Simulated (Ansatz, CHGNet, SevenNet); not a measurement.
**CsCl-type AuZn (cubic form, which distorts at low temperature): properties by level of theory**

Reference values: formation enthalpy -0.235 ± 0.04 eV/atom (measured, temperature not stated, no zero-point or thermal correction; as tabulated in Nepal et al. (2020), arXiv:2007.11150).

```
level (code)              lattice parameter a (Å)  enthalpy of formation (eV/atom)
------------------------  -----------------------  -------------------------------
CHGNet-r²SCAN (CHGNet)                      3.150                           -0.243
SevenNet-l3i5 (SevenNet)                    3.193                           -0.217
PBE-D3(BJ) (Ansatz)                         3.140                           -0.221
```

Machine-learned potentials (CHGNet-r²SCAN, SevenNet-l3i5) are trained on DFT data, which may include these solids.

Caveats: symmetry holds this phase in the static calculation, where it need not be a minimum (PBE-D3(BJ)). Ansatz's density-functional and Hartree–Fock values are scalar-relativistic unless marked +SOC, with PAW data made under PBE.

Computed values are for the static lattice.

Ansatz is a first-principles code.
